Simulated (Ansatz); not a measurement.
The parent structure is CrCuO$_{2}$ (space group R-3m, No. 166; a = 3.013 Å, c = 17.112 Å (hexagonal axes); ferromagnetic).

(Cell as relaxed with PBE.)

Levels (all Ansatz, a program for electronic structure, PAW): PBE (420 eV, no spin-orbit coupling); PBEsol (420 eV, spin-orbit coupling left out).

Each level relaxes its own structure.

```csv
base,PBE,PBEsol
volume per atom,11.21 Å³,10.73 Å³
lattice parameter a,301.3 pm,296.4 pm
band gap,1.08 eV,0.92 eV
largest site moment,2.42 μB,2.38 μB
```

One thing is altered: cell and atoms relaxed at a pressure of 22.5 GPa.

| quantity | PBE | PBEsol |
|---|---|---|
| largest site moment | 2.31 μB | [?] |
| lattice parameter a | 285.2 pm | [?] |
| magnetic state | ferromagnetic | [?] |

Problem. What does PBEsol give?

Solution. 
- largest site moment, PBEsol: 2.27 μB
- lattice parameter a, PBEsol: 281.4 pm
- magnetic state, PBEsol: ferromagnetic

PBE's lattice parameter a lies 3.8 pm above PBEsol's (1.4 %); the two agree on the magnetic state. Neither level is exact; PBEsol is the comparison here, not a measurement.

Load acts through the strain it causes; cell and atoms are relaxed under it. No phonon test of stability was made. No other phases were tried under pressure. No Hubbard U is applied and the magnetic state is the run's own (CrCuO2 ferromagnetic); other magnetic orders, which need larger cells, were not tried and can change the gap. A gap here joins edges of opposite spin (a spin-flip gap).
